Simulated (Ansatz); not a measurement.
L1₀ (CuAu-type) CuAu, treated with PBE (plane waves, PAW; Ansatz, a first-principles code).

Run with plane-wave cutoff 520 eV, 20×20×16 k mesh (along the axes of the cell as run), Fermi–Dirac smearing 0.05 eV, no spin polarisation, scalar-relativistic PAW data made under PBE.

Shape and atoms are relaxed at each volume.

Pressure at four volumes; x = ln(V/15.002 Å³). One pressure is withheld.

```tsv
V (Å³/atom)	x	P (GPa)
14.402	-0.0408	6.40
15.002	0.0000	0.01
15.302	0.0198	-2.62
15.602	0.0392	?
```

Pass a parabola P(x) through the three rows shown, estimate the bulk modulus and its pressure derivative near zero pressure, and predict the withheld pressure.

Slopes between the rows: (0.01 − (6.40))/(0.0000 − (-0.0408)) = -156.62 and (-2.62 − (0.01))/(0.0198 − (0.0000)) = -132.83 GPa. Their difference over the span 0.0606 is c = 23.79/0.0606 = 392.6 GPa, so P(x) = 6.40 + (-156.62)(x − (-0.0408)) + 392.6 (x − (-0.0408))(x − (0.0000)). At the middle row B = −dP/dx = −[-156.62 + 392.6 × 0.0408] = 140.6 GPa, and B′ = dB/dP = 2c/B = 5.6. At x = 0.0392 the parabola gives -4.90 GPa; the run gives -4.92 GPa. The Birch–Murnaghan fit to the energies at all volumes has B0 = 140 GPa and B′ = 5.5.

Spin–orbit coupling is not included; it can shift volumes and moduli of such heavy elements.
